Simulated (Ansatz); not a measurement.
AlB2-type TiB2: PBE at its full settings (plane-wave cutoff 520 eV, 24×24×18 k mesh (along the axes of the cell as run), Fermi–Dirac smearing 0.05 eV, no spin polarisation, scalar-relativistic PAW data made under PBE) and at cheaper ones, in a cell of 3 atoms with Γ-centred meshes.

```json
[
 {"level and setting": "PBE (Ansatz)", "equilibrium lattice constant a (Å)": "3.032", "lattice parameter c (Å)": "3.224", "bulk modulus (GPa)": "250"},
 {"level and setting": "PBE (200 eV cutoff) (Ansatz)", "equilibrium lattice constant a (Å)": "3.063", "lattice parameter c (Å)": "3.159", "bulk modulus (GPa)": "242"},
 {"level and setting": "PBE (250 eV cutoff) (Ansatz)", "equilibrium lattice constant a (Å)": "3.032", "lattice parameter c (Å)": "3.283", "bulk modulus (GPa)": "212"},
 {"level and setting": "PBE (300 eV cutoff) (Ansatz)", "equilibrium lattice constant a (Å)": "3.034", "lattice parameter c (Å)": "3.227", "bulk modulus (GPa)": "257"},
 {"level and setting": "PBE (Γ point alone) (Ansatz)", "equilibrium lattice constant a (Å)": "2.995", "lattice parameter c (Å)": "4.604", "bulk modulus (GPa)": "41.2"},
 {"level and setting": "PBE (2×2×2 k mesh) (Ansatz)", "equilibrium lattice constant a (Å)": "3.070", "lattice parameter c (Å)": "3.155", "bulk modulus (GPa)": "254"},
 {"level and setting": "PBE (4×4×4 k mesh) (Ansatz)", "equilibrium lattice constant a (Å)": "3.034", "lattice parameter c (Å)": "3.221", "bulk modulus (GPa)": "252"},
 {"level and setting": "PBE (6×6×6 k mesh) (Ansatz)", "equilibrium lattice constant a (Å)": "3.037", "lattice parameter c (Å)": "3.215", "bulk modulus (GPa)": "249"},
 {"level and setting": "PBE (Fermi-Dirac smearing of 0.3 eV) (Ansatz)", "equilibrium lattice constant a (Å)": "3.035", "lattice parameter c (Å)": "3.227", "bulk modulus (GPa)": "246"}
]
```

Largest shifts from the full settings: lattice constant a +1.25 % (PBE (2×2×2 k mesh)), against a difference of +0.10 % of the full result from the reference 3.029 Å (measured, 293 K, not corrected to a static lattice; as tabulated in R. G. Munro, J. Res. NIST 105, 709 (2000), Material Properties of Titanium …); lattice parameter c +43 % (PBE (Γ point alone)), against a difference of -0.15 % of the full result from the reference 3.229 Å (measured, 293 K, not corrected to a static lattice; as tabulated in R. G. Munro, J. Res. NIST 105, 709 (2000), Material Properties of Titanium …); bulk modulus -84 % (PBE (Γ point alone)), against a difference of +4.2 % of the full result from the reference 240 GPa (measured, room temperature, not corrected to a static lattice, sources range from 233 to 250; as tabulated in Synthesis of Binary Transition Metal Nitrides, Carbides and Borides from the …).

Ansatz's density-functional and Hartree–Fock values are scalar-relativistic unless marked +SOC, with PAW data made under PBE.

Run with cheap settings on purpose, which may leave them unconverged: PBE (200 eV cutoff), PBE (250 eV cutoff), PBE (2×2×2 k mesh), PBE (300 eV cutoff), PBE (4×4×4 k mesh), PBE (6×6×6 k mesh), PBE (Fermi-Dirac smearing of 0.3 eV), PBE (Γ point alone).

Ansatz is an electronic-structure program.
